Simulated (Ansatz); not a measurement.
Consider this model of amorphous Mg₁₀Si₁₀Te₃₀.

```xyz
50
Lattice="11.4435 0.0000 0.0000 0.0000 11.4435 0.0000 0.0000 0.0000 11.4435" Properties=species:S:1:pos:R:3 pbc="T T T"
Mg     3.3523    10.9071     3.4399
Mg     3.1425     3.2481    11.3311
Mg     7.0361     1.5581     2.0488
Mg     1.6813     0.3455     7.4724
Mg     6.7573     2.9607     8.7606
Mg     4.0739     2.3887     5.9706
Mg    10.9236     7.4551     4.0148
Mg     2.8975     9.1298    10.9243
Mg    11.2931     3.3799     5.4314
Mg     1.7907     7.3245     6.8222
Si     7.2144    10.7696     5.9399
Si     5.4800     7.5195     2.7917
Si     7.4360     4.6966     4.7581
Si     7.2613     6.0690    10.6993
Si     6.3901     5.3206     2.7566
Si     6.3056     9.1235     1.2979
Si     8.1770     5.3209     1.2477
Si     9.4299     3.8738    11.3831
Si     6.7574     8.3336    10.5706
Si     5.9330    10.4233     7.9637
Te     8.5390    10.2579     1.8289
Te     8.4721     1.2454     7.2066
Te     8.3086     1.6982    10.9927
Te     5.0203     5.0400    10.1501
Te    11.2745     9.4682     7.1107
Te     8.0783    10.1659     9.3630
Te    11.2697     2.5350     8.1379
Te     3.4209     9.4670     5.9268
Te     4.4429     1.0337     8.5659
Te     1.7436     1.3455     4.8088
Te     0.8374    10.9946    10.2108
Te     1.3691     1.3049     0.9715
Te     9.4477    10.2119     4.5658
Te     4.8145     8.2828     8.9098
Te     8.6912     6.7217     5.5813
Te     1.4746     6.5390     9.5151
Te     3.1727     7.1174     1.6492
Te    10.2094     6.8776     1.2979
Te     4.6522    11.0030     0.8707
Te     4.7331     3.4274     2.3625
Te     2.3908     3.6645     8.5580
Te     5.7889     0.7070     4.4137
Te    10.7155     8.2873     9.6859
Te     5.9075     8.1182     5.2694
Te     1.3645     5.5717     4.7916
Te     5.7006     4.5343     6.5843
Te     1.3605     9.1398     2.3982
Te     9.0725     5.1546     9.1255
Te     0.2956     4.1378     1.0403
Te     9.0160     3.0066     3.7449
```

The numbers are results of PBE-D3(BJ), scalar-relativistic without spin-orbit coupling, PAW (Ansatz default set, large-core Te) (plane waves to 420 eV; Ansatz, a first-principles code), not measurements.

It comes from a melt-quench run on a machine-learned potential (CHGNet), relaxed afterwards by DFT. The hot cell started wider than the set density and was brought back towards it in steps. It is the lowest in DFT energy of 2 quenches. It is a model cell: composition and starting density were chosen by hand, and all elements were melted together. The geometry includes D3(BJ) dispersion. Its density started from a set value of 4.71 and ended at 4.82 g/cm³. The simulated quench (nominally 83 K/ps over its main leg) is rapid and tends to freeze in more defects than a deposited or slowly cooled glass has. One small periodic cell is one sample of the glass; other quenches scatter about these values. The volume was free in the relaxation, at fixed shape. Stress components on the final sampling reach 0.8 GPa. On a 2×2×2 Γ-centred mesh force components of up to 0.15 eV/Å stay, since the relaxation ran on one k-point at (1/4, 1/4, 1/4). Cycles of charging lowered its energy after that relaxation.

Cut-offs for bonds: Mg-Mg 3.38 Å, Mg-Si 3.02 Å, Mg-Te 3.44 Å, Si-Si 2.64 Å, Si-Te 2.84 Å, Te-Te 3.31 Å.

Task: Give the coordination numbers, mean bond lengths and angles.

Result: 
```
Quantity                                                Value
-----------------------  ------------------------------------
Mean coordination of Mg   5.20 (2 with 4, 4 with 5, 4 with 6)
Mean coordination of Si                      4.00 (10 with 4)
Mean coordination of Te           3.47 (16 with 3, 14 with 4)
Mean Mg-Te bond          2.951 Å (spread 0.157 Å, 52 counted)
Mean Te-Te bond          3.023 Å (spread 0.163 Å, 15 counted)
Mean Si-Te bond          2.565 Å (spread 0.044 Å, 22 counted)
Mean Si-Si bond           2.348 Å (spread 0.031 Å, 9 counted)
Bond angle at Mg                    mean 105.3°, spread 29.1°
Bond angle at Si                    mean 108.8°, spread 12.6°
Bond angle at Te                    mean 104.7°, spread 24.6°
```
